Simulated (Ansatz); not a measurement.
The starting structures come from a database of crystals and need not be the phases stable at ambient conditions.

Input:

```
InP
1.0
    4.16811     0.00000     0.00000
   -2.08406     3.60969     0.00000
    0.00000     0.00000     6.83999
In P
2 2
Direct
  0.66667   0.33333   0.50020
  0.33333   0.66667   0.00020
  0.66667   0.33333   0.87480
  0.33333   0.66667   0.37480
```

Space group of this cell: P6_3mc, wurtzite. The cell is taken as given.

These are r2SCAN (plane waves, PAW; Ansatz, a first-principles code) values and carry that method's errors.

The current runs along the normal of the first two printed vectors; no spin-orbit coupling. Scaled by the factor s: the length along the current (ions clamped). The meshes follow the cell: 12×12×6 and 12×12 across at s = 0.97, 12×12×6 and 12×12 across at s = 1.00, 12×12×4 and 12×12 across at s = 1.03.

```tsv
s	mean pressure (GPa)	band gap (eV)
0.97	2.5	?
1.00	0.1	1.11
1.03	-1.7	0.86
```

Problem. Take the slope of the band gap against ln s from the two given rows, extrapolate to s = 0.97, and say what the run there gives.

Solution. Slope = (0.86 − 1.11) / ln 1.03 = -8.46 eV. The line gives 1.11 + (-8.46) × ln 0.97 = 1.37 eV. The run gives 1.35 eV, 0.02 eV under the line, 7 % of the predicted step.
